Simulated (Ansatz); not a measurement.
Take Mo$_{5}$Si$_{3}$ (space group I4/mcm, No. 140; a = 9.6039 Å, c = 4.8719 Å) as the base.

All numbers come from DFT with PBEsol, PAW potentials and a 420 eV plane-wave cutoff in Ansatz (a quantum-chemistry and plane-wave program), without spin-orbit coupling.

Before the change:

Lattice parameter a: 9.604 Å

Perturbation: hydrostatic tension (pressure −1 GPa).

Q: What happens to the lattice parameter a?

A: The lattice parameter a increases by 0.011 Å to 9.615 Å.

Load acts through the strain it causes; cell and atoms are relaxed under it. Stability against distortions was not tested. The final runs are not spin-polarised.
